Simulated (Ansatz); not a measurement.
The starting structures come from a database of crystals and need not be the phases stable at ambient conditions.

# Evanescent states of CsNbN₂ (Fd-3m, not sure to be the ambient phase, 8 atoms a cell, 22.5 Å³ an atom, -3 GPa at this level) along the normal of (111)

All values below come from PBEsol (plane waves, PAW; Ansatz, a program for electronic structure).

The gap is the functional's own, uncorrected, and κ follows it; spin-orbit coupling is left out. Mid-gap values are interpolated between the computed energies.

Energies count from the valence-band top; κ is the least over a 6×6 mesh across the current.

| E (eV) | κ (1/Å) | where |
|---|---|---|
| 0.04 | 0.063 | off Γ |
| 0.14 | 0.099 | Γ |
| 0.23 | 0.120 | Γ |
| 0.32 | 0.135 | Γ |
| 0.41 | 0.146 | Γ |
| 0.49 | 0.155 | Γ |
| 0.58 | 0.161 | Γ |
| 0.68 | 0.164 | Γ |
| 0.77 | 0.166 | Γ |
| 0.85 | 0.166 | Γ |
| 0.94 | 0.164 | Γ |
| 1.03 | 0.160 | Γ |
| 1.12 | 0.154 | Γ |
| 1.22 | 0.145 | Γ |
| 1.30 | 0.133 | Γ |
| 1.40 | 0.117 | Γ |
| 1.49 | 0.091 | Γ |
| 1.57 | 0.041 | Γ |

Task: How thick must the barrier be to attenuate the transmission by 10^8 when the electrodes' Fermi level lies at 1.03 eV, and what attenuation does that film give at 1.49 eV?

Result: d = 8 ln 10 / (2 × 0.160) = 57.6 Å. At 1.49 eV it gives 8 × 0.091/0.160 = 4.5 decades.
